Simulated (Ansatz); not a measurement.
Rock-salt LaS was calculated with r²SCAN+rVV10 (PAW; Ansatz, an electronic-structure program).

Run with plane-wave cutoff 560 eV, 16×16×16 k mesh, Fermi–Dirac smearing 0.05 eV, scalar-relativistic PAW data made under PBE.

Computed at the level's own relaxed cell.

Task: Give the computed volume per atom, bulk modulus, lattice constant a and pressure derivative B′ of the bulk modulus.

Result: 
volume per atom: 25.24 Å³/atom
bulk modulus: 87.1 GPa
lattice constant a: 5.866 Å
pressure derivative B′ of the bulk modulus: 4.4

The run finds no gap.

Note: the relaxation could not lower the start's symmetry, so the cell can be a saddle point above a distorted one.

Spin–orbit coupling is not included; it can open a gap where bands touch, and shift volumes and moduli.

The computed numbers hold no vibrational or temperature effects.
